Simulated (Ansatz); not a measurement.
## Te (space group P3_121, No. 152; made of chains)

```xyz
3
Lattice="4.5209 0.0000 0.0000 -2.2604 3.9152 0.0000 0.0000 0.0000 5.9543" Properties=species:S:1:pos:R:3 pbc="T T T"
Te     1.2121     0.0000     1.9848
Te    -0.6061     1.0497     3.9695
Te     1.6544     2.8655     0.0000
```

Level of theory: PBE (Ansatz, a quantum-chemistry and plane-wave program), no SOC. k-mesh 9×9×6 (Γ-centred); smearing 0.05 eV (Fermi–Dirac).

The volume per atom is 35.13 Å³ and the density is 6.03 g/cm³. The band gap is 0.23 eV, indirect, L–H (80 % along) → H and the electron mass comes out as 0.065 mₑ along c, 0.046 mₑ across. The total energy is -6979.958 eV/atom (σ→0; compares only within this code and set-up).

With Te present, leaving out spin-orbit coupling can change the band edges. Effective masses come from finite differences of ±0.01 Å⁻¹. No phonon test of stability was made. No dispersion term is included, though the crystal is made of layers, chains or molecules, so its spacings can come out too wide. A zero or small gap of Te can be the functional's error rather than a property of the material.
